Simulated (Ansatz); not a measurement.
A self-consistent single point of a (001) slab of Lu2SeO2 (cut from a parent of space group no. 164; 5 atoms in the cell) with Ansatz (a quantum-chemistry and plane-wave program).

Method of the run: PBEsol, default PAW files made with PBE (plane waves; Ansatz).

The change in words: vacuum of 6 angstrom (first run: 14 Å). Reference geometry:
```yaml
crystal:
  lattice:
    - [3.72723, 0.00000, 0.00000]
    - [-1.86361, 3.22787, 0.00000]
    - [0.00000, 0.00000, 18.99871]
  atoms:
    - { symbol: Lu, position: [0.33333, 0.66667, 0.60289] }
    - { symbol: Lu, position: [0.66667, 0.33333, 0.39712] }
    - { symbol: Se, position: [0.00000, 0.00000, 0.50000] }
    - { symbol: O, position: [0.33333, 0.66667, 0.36845] }
    - { symbol: O, position: [0.66667, 0.33333, 0.63155] }
```

Reference input (self-consistent single point, DFT, PBEsol, plane waves, default PAW files made with PBE): basis.ecutwfc = 420 eV; kpoints.mp_grid.grid = 7 7 1; hamiltonian.xc = pbesol; hamiltonian.pseudopotentials = {kind: paw} (the program's default PAW files); scf.occupations.method = fermi_dirac; scf.occupations.width = 0.02 eV. This run's input differs from it in these lines:

Ansatz 0.2 input:
```diff
@@ -4,9 +4,9 @@
     - [-1.863614, 3.227874, 0.000000]
-    - [0.000000, 0.000000, 18.998706]
+    - [0.000000, 0.000000, 10.998712]
   atoms:
-    - { symbol: Lu, position: [0.333333, 0.666667, 0.602889] }
-    - { symbol: Lu, position: [0.666667, 0.333333, 0.397117] }
-    - { symbol: Se, position: [0.000000, 0.000000, 0.500003] }
-    - { symbol: O, position: [0.333333, 0.666667, 0.368446] }
-    - { symbol: O, position: [0.666667, 0.333333, 0.631554] }
+    - { symbol: Lu, position: [0.333333, 0.666667, 0.677726] }
+    - { symbol: Lu, position: [0.666667, 0.333333, 0.322284] }
+    - { symbol: Se, position: [0.000000, 0.000000, 0.500005] }
+    - { symbol: O, position: [0.333333, 0.666667, 0.272759] }
+    - { symbol: O, position: [0.666667, 0.333333, 0.727241] }
 basis:
```

Output, abridged:

```
SCF iter   1: F=—  HF=-35777.606556 eV  |F-HF|=—  |Δ(HF+E_count)|=         —  Δρ=8.93e-3  dr2=1.03e-1  ethr=1.77e-3  ⟨swp⟩=6.2  Hψ=1639  notcnv=0
all-band conjugate gradients solve this SCF's bands
preconditioner: auto → Resta (q_TF=auto, 2.498 Å⁻¹)
SCF iter   2: F=—  HF=-35777.582255 eV  |F-HF|=—  |Δ(HF+E_count)|=   2.43e-2  Δρ=3.01e-3  dr2=1.08e-2  ethr=1.32e-4  ⟨swp⟩=3.6  Hψ=886  notcnv=0  defer=16
   [... lines left out ...]
SCF iter   6: F=—  HF=-35777.580853 eV  |F-HF|=—  |Δ(HF+E_count)|=   5.41e-5  Δρ=1.48e-4  dr2=2.06e-5  ethr=6.29e-8  ⟨swp⟩=2.6  Hψ=746  notcnv=0  defer=16
SCF iter   7: F=—  HF=-35777.580865 eV  |F-HF|=—  |Δ(HF+E_count)|=   1.17e-5  Δρ=3.94e-5  dr2=2.58e-6  ethr=2.64e-8  ⟨swp⟩=2.0  Hψ=623  notcnv=0  defer=16
SCF iter   8: F=—  HF=-35777.580867 eV  |F-HF|=—  |Δ(HF+E_count)|=   1.77e-6  Δρ=2.72e-5  dr2=5.88e-7  ethr=3.30e-9  ⟨swp⟩=2.2  Hψ=680  notcnv=0  defer=16
SCF iter   9: F=-35777.580867 eV  HF=-35777.580867 eV  |F-HF|=1.97e-8  |Δ(HF+E_count)|=   3.40e-7  Δρ=7.63e-6  dr2=5.15e-8  ethr=1.28e-10  ⟨swp⟩=12.8  Hψ=2486  notcnv=0
SCF 1 converged in 9 iterations: F = -35777.580867 eV  dr2 = 5.15e-8
Free energy (F): -35777.580867 eV
Internal energy: -35777.580867 eV  (E = F + TS)
E sigma→0 (E₀):  -35777.580867 eV
Fermi energy:    7.618525 eV
--- Forces (eV/Å), atoms counted from 1 ---
  atom   1  Lu     0.00000000     0.00000000    -0.29321447
  atom   2  Lu     0.00000000    -0.00000000     0.29321447
  atom   3  Se     0.00000000     0.00000000     0.00000000
  atom   4  O      0.00000000     0.00000000    -0.15727259
  atom   5  O     -0.00000000    -0.00000000     0.15727259
--- Stress (GPa, compression-positive) ---
       -8.797856       0.000000      -0.000000
        0.000000      -8.797856      -0.000000
       -0.000000      -0.000000      -0.480990
  P = ⅓ Tr σ = -6.0256 GPa (-60.256 kbar)
  The stress holds the Pulay correction. Without it, at fixed plane waves, as pw.x and ABINIT print it: P = -6.2642 GPa
```

The run converged in 9 iterations. Against the reference run the free energy stays essentially unchanged (within 1 meV/atom), the largest force hardly changes (0.297 to 0.293 eV/Å) and the gap on the mesh goes from 2.206 to 1.993 eV.

The starting cell comes from a database of computed structures (which also holds hypothetical and non-ambient phases and stackings), without a prior relaxation at this level. The slab is cut from that crystal, and its faces are unrelaxed. Its lattice was rescaled by up to half a per cent. Spin-orbit coupling is off. Spin polarisation is off, though cut faces can carry moments; a gap of a slab can lie between surface states.
